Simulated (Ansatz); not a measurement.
Functionals compared on NH3 on the 1x1 (0001) surface of hcp Co, ferromagnetic, one in a 2x2 cell, started at the site 'bridge Co-Co (span 2.5 Å)', in Ansatz (plane waves, PAW). The structure was relaxed with PBE; the other rows are single points on it, each with its references at the same level. Cutoff 420 eV.

Set-up: 20 atoms, 6.0 Å thick at the start under the adsorbate (thin: gaps and levels are the slab's own); mesh 7x7x1; 0.1 eV smearing; dipole correction on; 8 atoms held, the rest relaxed; no symmetry held; spin-polarised, no spin-orbit, no U, no dispersion correction. At the end it is bonded to Co. In PBE it is, or lies within 0.03 eV of, the lowest of the starts that converged. These notes are the PBE run's. Adsorption energies are against NH3(g). A negative adsorption energy means that the adsorbate is more stable on the surface than in its reference.

```json
[
 {"functional": "PBE", "adsorption energy (eV)": "-0.42", "work function of the top face (eV)": "2.44", "change of the work function (eV)": "-2.53", "magnetic moment of the cell (μB)": "26.60", "rough cost of the single point": "–"},
 {"functional": "RPBE", "adsorption energy (eV)": "?", "work function of the top face (eV)": "?", "change of the work function (eV)": "?", "magnetic moment of the cell (μB)": "26.80", "rough cost of the single point": "around 14 core-minutes (rough)"}
]
```

What belongs in the gaps?


- RPBE, adsorption energy (eV): -0.14
- RPBE, work function of the top face (eV): 2.35
- RPBE, change of the work function (eV): -2.45

Ansatz is a quantum-chemistry and plane-wave program.
